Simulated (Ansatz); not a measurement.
Consider ZnS in the zinc blende structure (space group F-43m, No. 216).

```xyz
2
Lattice="0.0000 2.6484 2.6484 2.6484 0.0000 2.6484 2.6484 2.6484 0.0000" Properties=species:S:1:pos:R:3 pbc="T T T"
Zn     0.0000     0.0000     0.0000
S      3.9726     3.9726     3.9726
```

Cartesian axes are those of the cell as printed.

Calculations: Ansatz (a quantum-chemistry and plane-wave program) LDA, scalar-relativistic without spin-orbit coupling.

For the base:

```
Quantity            Value
---------------  --------
Volume per atom  18.58 Å³
```

The change: biaxial strain −1.50 %, plane normal [001], relaxed out of plane (Cartesian); in-plane vectors clamped, the third vector and the atoms free.

Task: Predict the new in-plane stress.

Result: The mean in-plane stress (compression positive) amounts to +1.6 GPa.

Task: Estimate the effect on the volume per atom.

Result: The volume per atom decreases by 0.23 Å³ (18.58 Å³ → 18.35 Å³).

Stability against distortions was not tested.
